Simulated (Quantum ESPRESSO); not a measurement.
Quantum ESPRESSO run on Mg₃Ir (P6_3/mmc, 8 atoms in the cell): self-consistent single point.

Computed with PBEsol, SSSP 1.1.2 efficiency (PBE) pseudopotentials (plane waves; Quantum ESPRESSO).

```xyz
8
Lattice="4.6363 0.0000 0.0000 -2.3182 4.0152 0.0000 0.0000 0.0000 8.3870" Properties=species:S:1:pos:R:3 pbc="T T T"
Mg     0.0000     2.6768     4.8896
Mg     2.3182     1.3384     0.6961
Mg     0.0000     2.6768     7.6909
Mg     2.3182     1.3384     3.4974
Mg     0.0000     0.0000     2.0967
Mg     0.0000     0.0000     6.2902
Ir     0.0000     2.6768     2.0967
Ir     2.3182     1.3384     6.2902
```

Reference input (self-consistent single point, DFT, PBEsol, plane waves, SSSP 1.1.2 efficiency (PBE) pseudopotentials): ecutwfc = 40 Ry; ecutrho = 320 Ry; occupations = smearing; smearing = gaussian; degauss = 0.0147 Ry; input_dft = pbesol; potentials = {Mg: Mg.pbe-n-kjpaw_psl.0.3.0.UPF, Ir: Ir_pbe_v1.2.uspp.F.UPF}; K_POINTS = automatic 6 6 3 0 0 0; conv_thr = 1e-10 Ry. This run's input differs from it in these lines:

```diff
@@ -16,3 +16,3 @@
  smearing = 'gaussian'
- degauss = 0.0147
+ degauss = 0.002205
  input_dft = 'pbesol'
@@ -35,3 +35,3 @@
 K_POINTS automatic
-6 6 3  0 0 0
+5 5 3  0 0 0
 CELL_PARAMETERS angstrom
```

Log, with long lists cut:

```
     Self-consistent Calculation

     iteration #  1     ecut=    40.00 Ry     beta= 0.70

     negative rho (up, down):  5.802E-01 0.000E+00

     total energy              =    -556.89437397 Ry
     estimated scf accuracy    <       4.21181209 Ry

     iteration #  2     ecut=    40.00 Ry     beta= 0.70

     negative rho (up, down):  6.495E-01 0.000E+00

     total energy              =    -558.26559840 Ry
     estimated scf accuracy    <      12.83020859 Ry

     iteration #  3     ecut=    40.00 Ry     beta= 0.70

     negative rho (up, down):  6.622E-01 0.000E+00

     total energy              =    -559.32466325 Ry
     estimated scf accuracy    <       0.73312691 Ry

   [... 10 blocks of this kind left out ...]

     iteration # 14     ecut=    40.00 Ry     beta= 0.70

     negative rho (up, down):  6.501E-01 0.000E+00

     total energy              =    -559.53560227 Ry
     estimated scf accuracy    <          2.7E-10 Ry

     iteration # 15     ecut=    40.00 Ry     beta= 0.70

     negative rho (up, down):  6.501E-01 0.000E+00
     End of self-consistent calculation

     the Fermi energy is     7.1018 ev

!    total energy              =    -559.53560228 Ry
     estimated scf accuracy    <          3.7E-12 Ry
     smearing contrib. (-TS)   =      -0.00022368 Ry
     internal energy E=F+TS    =    -559.53537859 Ry

     convergence has been achieved in  15 iterations

     negative rho (up, down):  6.501E-01 0.000E+00

     Forces acting on atoms (cartesian axes, Ry/au):

     atom    1 type  1   force =     0.00000000    0.00000000   -0.01725372
     atom    2 type  1   force =    -0.00000000   -0.00000000   -0.01725372
     atom    3 type  1   force =    -0.00000000   -0.00000000    0.01725372
     atom    4 type  1   force =    -0.00000000   -0.00000000    0.01725372
     atom    5 type  1   force =    -0.00000000    0.00000000   -0.00000000
   [... lines left out ...]
     Total force =     0.034507     Total SCF correction =     0.000000
   [... lines left out ...]

     negative rho (up, down):  6.501E-01 0.000E+00
          total   stress  (Ry/bohr**3)                   (kbar)     P=      -47.49
  -0.00035744   0.00000000   0.00000000          -52.58        0.00        0.00
   0.00000000  -0.00035744   0.00000000            0.00      -52.58        0.00
   0.00000000   0.00000000  -0.00025357            0.00        0.00      -37.30

   JOB DONE.
```

The run converged in 15 iterations. Against the reference run the free energy goes up by 9.9 meV/atom, the pressure stays near -4.75 GPa while the zz stress (positive for compression) goes from -4.50 to -3.73 GPa and the largest force goes from 0.356 to 0.444 eV/Å.

The starting cell comes from a database of published, mostly measured structures (it also holds non-ambient and calculated ones), without a prior relaxation at this level. Its lattice was rescaled by a random factor within 2.5 % of one. Spin polarisation is off. With a pressure of about -5 GPa the cell is away from its equilibrium volume at this level.

Cost on one core of a shared machine: roughly 60 s.
